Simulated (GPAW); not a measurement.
Input and output of a self-consistent single point for BaTe (Fm-3m, 2 atoms in the cell) (GPAW).

Method: LDA (Perdew-Wang 92), GPAW PAW datasets LDA (gpaw-data 1.0.1) (plane waves; GPAW).

```
CELL_PARAMETERS angstrom
      0.00000     3.46658     3.46658
      3.46658     0.00000     3.46658
      3.46658     3.46658     0.00000
ATOMIC_POSITIONS crystal
  Ba 0.00000 0.00000 0.00000
  Te 0.50000 0.50000 0.50000
```

Reference input (self-consistent single point, DFT PBE, plane waves, GPAW PAW datasets PBE (gpaw-data 1.0.1)): mode = pw; ecut = 600 eV; xc = PBE; kpts = 6 6 6; mesh shift (steps) = 0 0 0; occupations.name = fermi-dirac; occupations.width = 0.05 eV; nbands = -8; convergence.density = 1e-05 e/electron; convergence.bands = -6; symmetry.symmorphic = false; symmetry.tolerance = 0.0005. This run's input differs from it in these lines:

```diff
@@ -13,3 +13,3 @@
 calc = GPAW(mode={'name': 'pw', 'ecut': 600},
-            xc='PBE',
+            xc='LDA',
             kpts={'size': (6, 6, 6), 'gamma': True},
```

Its files differ too (potentials: GPAW PAW datasets LDA (gpaw-data 1.0.1)).

Output (repeated stretches shortened):

```
     iter     time        total  log10-change:
                         energy   eigst   dens
iter:   1 --:--:--    -9.827185   +1.45
iter:   2 --:--:--    -9.818742   -0.02  -1.10
iter:   3 --:--:--    -9.675230   -0.59  -1.13
iter:   4 --:--:--    -9.683149   -1.58  -1.46
iter:   5 --:--:--    -9.671326   -1.44  -1.60
iter:   6 --:--:--    -9.670075   -1.75  -2.19
iter:   7 --:--:--    -9.669792c  -3.05  -2.53
iter:   8 --:--:--    -9.669768c  -4.07  -2.87
iter:   9 --:--:--    -9.669768c  -5.11  -3.41
iter:  10 --:--:--    -9.669769c  -6.00  -3.40
iter:  11 --:--:--    -9.669767c  -6.49  -3.55
iter:  12 --:--:--    -9.669767c  -7.25  -4.35
iter:  13 --:--:--    -9.669767c  -8.40c -4.42
iter:  14 --:--:--    -9.669767c  -9.26c -4.43
iter:  15 --:--:--    -9.669767c  -9.92c -4.44
iter:  16 --:--:--    -9.669767c  -9.15c -4.52
iter:  17 --:--:--    -9.669767c -10.46c -4.90
iter:  18 --:--:--    -9.669767c -11.14c -4.92
iter:  19 --:--:--    -9.669767c -10.74c -4.95
iter:  20 --:--:--    -9.669767c -10.66c -5.00c
Converged after 20 iterations.

Dipole moment: (0.000000, 0.000000, 0.000000) |e|*Ang

Energy contributions relative to reference atoms: (reference = -405745.269696)

Kinetic:        +14.274468
Potential:      -12.954813
External:        +0.000000
XC:             -11.121843
Entropy (-ST):   -0.000000
Local:           +0.132421
SIC:             +0.000000
--------------------------
Free energy:     -9.669767
Extrapolated:    -9.669767

Showing only first 2 kpts
 Kpt  Band  Eigenvalues  Occupancy
  0     6      4.62544    2.00000
  0     7      4.62544    2.00000
  0     8      7.42984    0.00000
  0     9      7.45248    0.00000

  1     6      4.41752    2.00000
  1     7      4.41752    2.00000
  1     8      6.93907    0.00000
  1     9      7.97141    0.00000

Fermi level: 5.30692

Gap: 1.360 eV
Transition (v -> c):
   [... lines left out ...]
Direct/indirect transitions are different
Direct gap: 1.740 eV
Transition at: (s=0, k=12, n=7, [0.50, 0.50, 0.00])
Energy (eV): -9.669767

Forces in eV/Ang:
  0 Ba    0.00000   -0.00000   -0.00000
  1 Te    0.00000   -0.00000   -0.00000

Stress tensor:
     0.004730     0.000000    -0.000000
     0.000000     0.004730     0.000000
    -0.000000     0.000000     0.004730
Stress (GPa, Voigt): [ 0.7578  0.7578  0.7578  0.     -0.      0.    ]
```

The run converged in 20 iterations. GPAW prints stress with tension positive. Against the reference run the pressure goes from 2.03 to -0.76 GPa and the gap on the mesh goes from 1.477 to 1.360 eV.

The starting cell comes from a database of computed structures (which also holds hypothetical and non-ambient phases and stackings), without a prior relaxation at this level. Its lattice was rescaled by a random factor within 2.5 % of one. Spin-orbit coupling is off.
